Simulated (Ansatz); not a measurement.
Results of PBEsol (Ansatz, a program for electronic structure, plane waves, PAW) for LuBeNO (model structure, started from the LaZnOP type, P4/nmm, No. 129, 8 atoms in the cell).

Settings: plane-wave cutoff 520 eV, 10×10×6 k mesh (along the axes of the cell as run), Fermi–Dirac smearing 0.01 eV, scalar-relativistic PAW data made under PBE.

Cell (relaxed with PBEsol):

```
BeLuNO
1.0
    3.43621     0.00000     0.00000
    0.00000     3.43621     0.00000
    0.00000     0.00000     7.01222
Lu Be N O
2 2 2 2
Direct
  0.00000   0.50000   0.82773
  0.50000   0.00000   0.17227
  0.00000   0.00000   0.50000
  0.50000   0.50000   0.50000
  0.50000   0.00000   0.59752
  0.00000   0.50000   0.40248
  0.50000   0.50000   0.00000
  0.00000   0.00000   0.00000
```

**Question.** Estimate the band gap, smallest direct gap on the k points sampled and direct gap at Γ that the calculation returns.

**Answer.** 
band gap: 3.49 eV
smallest direct gap on the k points sampled: 3.71 eV
direct gap at Γ: 3.76 eV

Note: the relaxation could raise the start's symmetry but not lower it, so the cell can be a saddle point.

Spin–orbit coupling is not included.

Static lattice: no zero-point or thermal effects.

Computing time: very roughly 50 core-seconds.

A model structure was made by putting elements into a prototype or built by hand; it is no filed structure, need not be a known phase, and can be a saddle point held by its symmetry.
